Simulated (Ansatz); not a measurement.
Cell and atoms of amorphous Si$_{18}$B$_{8}$C$_{12}$N$_{26}$:

```xyz
64
Lattice="9.3997 0.0000 0.0000 0.0000 9.3997 0.0000 0.0000 0.0000 9.3997" Properties=species:S:1:pos:R:3 pbc="T T T"
Si     2.9200     6.4028     7.3790
Si     8.2583     2.7572     9.2200
Si     5.4664     3.6574     1.3175
Si     8.0742     7.1469     7.9026
Si     0.3264     3.2700     2.3872
Si     5.1228     3.7708     4.4706
Si     2.3820     9.1915     2.3893
Si     5.7329     6.0951     8.5332
Si     2.4847     2.9768     4.3009
Si     1.0492     1.6716     0.0435
Si     7.9455     0.9671     1.6750
Si     4.9824     7.7545     2.5876
Si     1.3076     1.3090     6.4868
Si     5.3244     1.3924     0.2569
Si     7.1907     4.9456     3.4915
Si     3.9934     6.2744     1.2869
Si     6.5357     5.7281     6.4139
Si     6.6145     8.8892     5.8092
B      2.8508     2.2666     1.6802
B      3.4679     5.9048     4.4142
B      9.2105     1.5322     4.3848
B      8.9624     6.1326     2.6646
B      4.3902     8.5699     7.9984
B      3.4072     0.0547     4.1578
B      8.1737     0.2466     7.9723
B      2.2442     3.5695     7.7601
C      3.7833     1.6119     4.5784
C      2.6040     9.2886     6.4523
C      6.8991     7.7800     2.6197
C      6.7389     2.4598     0.7330
C      3.0439     6.9998     5.5286
C      8.9705     0.6030     6.6240
C      5.5530     0.1371     8.3742
C      8.0617     5.1484     7.6831
C      3.0128     8.3983     5.3028
C      2.2205     6.8982     0.5209
C      8.7910     0.9141     9.2608
C      1.5679     7.5043     1.7324
N      4.0980     9.1747     2.7875
N      8.2505     3.9845     7.9912
N      7.2963     7.2605     6.2532
N      8.8863     4.6801     3.0371
N      6.5199     4.6768     5.0974
N      2.0728     3.1281     2.6231
N      3.4881     4.4104     4.6613
N      4.1805     2.4453     1.1484
N      4.9990     2.0383     4.7849
N      1.6985     2.2897     7.8955
N      2.1603     1.0506     1.1729
N      3.2060     9.2602     7.5821
N      8.4190     0.6347     5.4234
N      5.8664     4.0243     2.9110
N      8.8486     1.8125     2.9999
N      4.4232     7.1420     8.0937
N      0.6015     6.9943     2.3639
N      4.0348     6.3376     3.1183
N      0.9891     2.2261     5.0193
N      7.5094     8.8461     2.2043
N      7.5400     6.5769     2.8574
N      0.3022     3.1902     0.6878
N      2.7725     4.7201     7.5511
N      6.7563     0.0433     7.6704
N      1.8563     7.0174     8.7091
N      5.0718     5.1012     0.4335
```

Computed with PBE, scalar-relativistic without spin-orbit coupling (plane waves to 420 eV, PAW; Ansatz, a first-principles code).

A CHGNet melt-quench gave the starting glass, which DFT then relaxed. N atoms were pushed apart under 1.9 Å during the dynamics, to hinder bonds among them. The hot cell started wider than the set density and was brought back towards it in steps. It is the lowest in DFT energy of 2 quenches. It is a model cell: composition and starting density were chosen by hand, and all elements were melted together. No dispersion term was used. Its density started from a set value of 2.20 and ended at 2.20 g/cm³. The quench (nominally 760 K/ps over its main leg) was far faster than any real one, so the model tends to hold more defects than a real film. A cell of this size samples the disorder only roughly. The volume was held where the preparation left it, at a PBE pressure of -2.0 GPa (tension). Stress components on the final sampling reach 3.9 GPa. On a 2×2×2 Γ-centred mesh force components of up to 0.22 eV/Å stay, since the relaxation ran on the zone centre alone.

Bonds are counted up to Si-Si 2.60 Å, Si-B 2.28 Å, Si-C 2.19 Å, Si-N 2.30 Å, B-B 1.97 Å, B-C 1.87 Å, B-N 1.78 Å, C-C 1.78 Å, C-N 1.58 Å, N-N 1.70 Å. Two cations that share two anions don't count as bonded, nor two that share one unless they lie closer than Si-Si 2.38 Å, Si-B 2.09 Å, Si-C 2.00 Å, B-B 1.80 Å, B-C 1.71 Å, C-C 1.63 Å.

**Question.** Give the coordination numbers, mean bond lengths and angles.

**Answer.** 
```json
{
  "Mean coordination of Si": "3.83 (1 with 2, 3 with 3, 12 with 4, 2 with 5)",
  "Mean coordination of B": "3.00 (1 with 2, 6 with 3, 1 with 4)",
  "Mean coordination of C": "3.17 (10 with 3, 2 with 4)",
  "Mean coordination of N": "2.73 (7 with 2, 19 with 3)",
  "Mean Si-N bond": "1.775 Å (spread 0.078 Å, 45 counted)",
  "Mean Si-C bond": "1.932 Å (spread 0.094 Å, 17 counted)",
  "Mean B-N bond": "1.466 Å (spread 0.068 Å, 17 counted)",
  "Mean C-N bond": "1.304 Å (spread 0.054 Å, 9 counted)",
  "Bond angle at Si": "mean 106.5°, spread 21.8°",
  "Bond angle at B": "mean 118.7°, spread 18.5°",
  "Bond angle at C": "mean 116.2°, spread 16.2°",
  "Bond angle at N": "mean 119.8°, spread 19.6°"
}
```

**Question.** List the pairs of like atoms that count as bonded by the rules above.

**Answer.** Si2-Si11 (2.60 Å), Si8-Si17 (2.30 Å), Si12-Si16 (2.20 Å), C28-C35 (1.51 Å), C31-C35 (1.42 Å), C36-C38 (1.50 Å).
